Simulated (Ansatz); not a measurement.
# Response to strain in TiO2

Take TiO$_{2}$ in the rutile structure (space group P4_2/mnm, No. 136; a = 4.597 Å, c = 2.954 Å) as the base. Axes: x, y, z lie along a, b, c of the conventional cell.

Strains are applied to the cell and any free atomic positions relax; under biaxial strain the out-of-plane vector relaxes too.

Method: plane-wave PAW DFT at the r2SCAN level (Ansatz, a first-principles code, 500 eV), no spin-orbit coupling, earlier PAW set.

Notes on the quantities. pressure: mean of the normal stresses, compression positive.

```tsv
variant	pressure	shortest interatomic distance	electron mass	width of the top valence band
base	0.00 GPa	194.8 pm	0.58 mₑ along c, 1.2 mₑ across (at Γ)	1.65 eV
biaxial strain −2.05 %, plane normal [001], relaxed out of plane	5.63 GPa	193.6 pm	0.60 mₑ out of plane, 1.2 mₑ in plane (at Γ)	1.69 eV
biaxial strain +0.63 %, plane normal [001], relaxed out of plane	-1.57 GPa	194.8 pm	0.58 mₑ out of plane, 1.2 mₑ in plane (at Γ)	1.62 eV
isotropic strain −2.43 %	20.87 GPa	191.1 pm	0.53 mₑ along c, 1.1 mₑ across (at Γ)	1.78 eV
```

The levels and masses belong to the bands next to the band gap. Effective masses come from finite differences of ±0.01 Å⁻¹. Whether these cells are dynamically stable was not tested. All final runs are without spin polarisation.
